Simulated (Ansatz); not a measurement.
Band structure of Ta2O5 (I4/mmm, 7 atoms in the cell).

```yaml
crystal:
  lattice:
    - [-2.65172, 2.65172, 4.79352]
    - [2.65172, -2.65172, 4.79352]
    - [2.65172, 2.65172, -4.79352]
  atoms:
    - { symbol: Ta, position: [0.19809, 0.19809, 0.00000] }
    - { symbol: Ta, position: [0.80191, 0.80191, 0.00000] }
    - { symbol: O, position: [0.00000, 0.00000, 0.00000] }
    - { symbol: O, position: [0.50000, 0.00000, 0.00000] }
    - { symbol: O, position: [0.00000, 0.00000, 0.50000] }
    - { symbol: O, position: [0.00000, 0.50000, 0.00000] }
    - { symbol: O, position: [0.50000, 0.50000, 0.50000] }
```

Level of theory: LDA (PW92), PAW files made with PBE (plane waves; Ansatz, a program for electronic structure).

Settings: basis.ecutwfc = 420 eV; kpoints.mp_grid.grid = 6 6 6; hamiltonian.xc = lda; hamiltonian.pseudopotentials = {kind: paw} (the program's default PAW files); scf.occupations.method = fixed; kpoints.band_path.npoints = 8.

The starting cell comes from a database of computed structures (which also holds hypothetical and non-ambient phases and stackings), without a prior relaxation at this level. Spin-orbit coupling is off.

Predict the gap along the standard path and the places of the band edges.

The gap along the path is 1.57 eV, direct at Γ to within 0.01 eV.

Levels in eV from the top of the valence band on the path, bands 25 to 32:
```
point     25     26     27     28    29    30    31    32
-----  -----  -----  -----  -----  ----  ----  ----  ----
Γ      -1.44  -1.15  -1.15   0.00  1.57  1.84  1.84  2.42
X      -2.18  -2.17  -2.15  -1.98  1.88  3.72  3.73  4.52
Y      -2.14  -1.99  -1.91  -1.30  2.48  3.72  3.92  4.03
S      -2.73  -1.83  -1.08  -0.48  3.14  3.61  3.78  4.14
Z      -1.49  -1.20  -1.20   0.00  1.69  3.64  3.64  4.65
S1     -2.73  -1.83  -1.08  -0.48  3.14  3.61  3.78  4.14
N      -2.57  -2.01  -0.81  -0.79  2.87  3.52  3.93  3.98
P      -2.17  -2.17  -2.12  -2.12  2.65  2.65  4.02  4.52
Y1     -2.14  -1.99  -1.91  -1.30  2.48  3.72  3.92  4.03
```

Keys are those of Ansatz 0.2.
